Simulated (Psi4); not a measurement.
Psi4 1.11, B3LYP/def2-svp, scf_type pk: Mo(S)2(SH)2 ([S]=[Mo](=[S])([SH])[SH]), 7 atoms. The geometry is a generated start, not checked to be a minimum at this level.

| Property | Value |
|---|---|
| task | energy |
| method | b3lyp |
| basis | def2-svp |
| memory | 7 GB |
| e_convergence | 1e-08 |
| d_convergence | 1e-07 |
| guess | auto, which took SAD (default) |
| diis_max_vecs | 10 (default) |
| scf_initial_accelerator | adiis (default) |
| dft_radial_points | 75 (default) |
| dft_spherical_points | 302 (default) |
| effective core potentials | those of the basis set, past Kr |
| basis functions | 113 |
| grid points | 151547 |

```xyz
7

Mo     0.2696    -0.1431     0.2689
S      1.9011    -1.4358    -0.2492
S      0.2089     0.3749     2.3502
S      0.5071     1.8180    -0.9518
H      0.0956     2.6875    -0.0261
S     -1.7249    -1.2119    -0.2470
H     -1.2574    -2.0896    -1.1449
```
Charge 0, spin multiplicity 1.

The reference run uses exact four-centre integrals (scf_type = pk). Single runs; times are not shown.

Settings tried, all else as in the reference:
- scf_type = cd, cholesky_tolerance = 1e-06
- scf_type = cd, cholesky_tolerance = 0.001
- scf_type = dfdirj+cosx, cosx_radial_points_final = 50, cosx_spherical_points_final = 194
- scf_type = dfdirj+link
- scf_type = cd, cholesky_tolerance = 0.0001 (default)
- scf_type = dfdirj+cosx, cosx_radial_points_final = 25, cosx_spherical_points_final = 50
- scf_type = mem_df
- scf_type = dfdirj+snlink
- scf_type = dfdirj+cosx, cosx_radial_points_final = 75, cosx_spherical_points_final = 302
- scf_type = cd, cholesky_tolerance = 1e-05
- scf_type = dfdirj+cosx

Question: Which settings reproduce the reference to 0.10 meV/atom in energy?

Answer: Within it: scf_type = cd, cholesky_tolerance = 1e-06. Outside: scf_type = mem_df; scf_type = dfdirj+cosx, cosx_radial_points_final = 50, cosx_spherical_points_final = 194; scf_type = dfdirj+cosx, cosx_radial_points_final = 75, cosx_spherical_points_final = 302; scf_type = dfdirj+snlink; scf_type = dfdirj+link; scf_type = cd, cholesky_tolerance = 1e-05; scf_type = cd, cholesky_tolerance = 0.0001 (default); scf_type = dfdirj+cosx; scf_type = cd, cholesky_tolerance = 0.001; scf_type = dfdirj+cosx, cosx_radial_points_final = 25, cosx_spherical_points_final = 50.

| setting | energy against the reference |
|---|---|
| scf_type = cd, cholesky_tolerance = 1e-06 | −0.052 meV/atom |
| scf_type = mem_df | −0.21 meV/atom |
| scf_type = dfdirj+cosx, cosx_radial_points_final = 50, cosx_spherical_points_final = 194 | −0.28 meV/atom |
| scf_type = dfdirj+cosx, cosx_radial_points_final = 75, cosx_spherical_points_final = 302 | −0.35 meV/atom |
| scf_type = dfdirj+snlink | −0.36 meV/atom |
| scf_type = dfdirj+link | −0.36 meV/atom |
| scf_type = cd, cholesky_tolerance = 1e-05 | −0.53 meV/atom |
| scf_type = cd, cholesky_tolerance = 0.0001 (default) | −0.69 meV/atom |
| scf_type = dfdirj+cosx | −1.1 meV/atom |
| scf_type = cd, cholesky_tolerance = 0.001 | +3.9 meV/atom |
| scf_type = dfdirj+cosx, cosx_radial_points_final = 25, cosx_spherical_points_final = 50 | +25 meV/atom |

Total energies are compared; such shifts often cancel in part in energy differences. The DFDIRJ builders fit J, which adds its shift to that of exchange. Psi4 runs the final COSX grid once, on the density of the start grid. No test of the SCF solution's stability was run. Also tried and not ranked: scf_type = direct (same energy as a listed run); scf_type = cd, cholesky_tolerance = 0.01 (possibly another state). The tolerance is a choice made for this comparison.
